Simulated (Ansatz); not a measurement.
Band structure of GaGe3Rh4 (R3, 8 atoms in the cell).

```
CELL_PARAMETERS angstrom
      3.45394     1.99413     2.86956
     -3.45394     1.99413     2.86956
      0.00000    -3.98827     2.86956
ATOMIC_POSITIONS crystal
  Ga 0.65955 0.65955 0.65955
  Ge 0.83468 0.16105 0.34188
  Ge 0.34188 0.83468 0.16105
  Ge 0.16105 0.34188 0.83468
  Rh 0.36234 0.36234 0.36234
  Rh 0.13650 0.86913 0.63485
  Rh 0.63485 0.13650 0.86913
  Rh 0.86913 0.63485 0.13650
```

Level of theory: LDA (PW92), default PAW files made with PBE (plane waves; Ansatz, a quantum-chemistry and plane-wave program).

Settings: kpoints.mp_grid.grid = 5 5 5; hamiltonian.xc = lda; hamiltonian.pseudopotentials = {kind: paw} (the program's default PAW files); scf.occupations.method = cold; scf.occupations.width = 0.2 eV; kpoints.band_path.path = [[0.0, 0.0, 0.0], [0.5, 0.0, 0.0], [0.5, 0.48861581, -0.48861581]]; kpoints.band_path.npoints = 10.

The starting cell comes from a database of computed structures (which also holds hypothetical and non-ambient phases and stackings), without a prior relaxation at this level. Spin polarisation is off.

Levels in eV from the Fermi level, bands 59 to 66:
```json
[
 {"point": "Γ", "59": "-0.72", "60": "-0.72", "61": "0.00", "62": "0.00", "63": "0.30", "64": "2.16", "65": "2.16", "66": "2.50"},
 {"point": "L", "59": "-0.65", "60": "-0.61", "61": "-0.44", "62": "-0.29", "63": "1.33", "64": "1.63", "65": "1.70", "66": "1.97"},
 {"point": "B1", "59": "-1.31", "60": "-1.22", "61": "-0.12", "62": "-0.11", "63": "-0.06", "64": "-0.04", "65": "3.72", "66": "3.74"}
]
```

Bands cross the Fermi level along this path, so the cell is metallic at this level.

Keys are those of Ansatz 0.2.
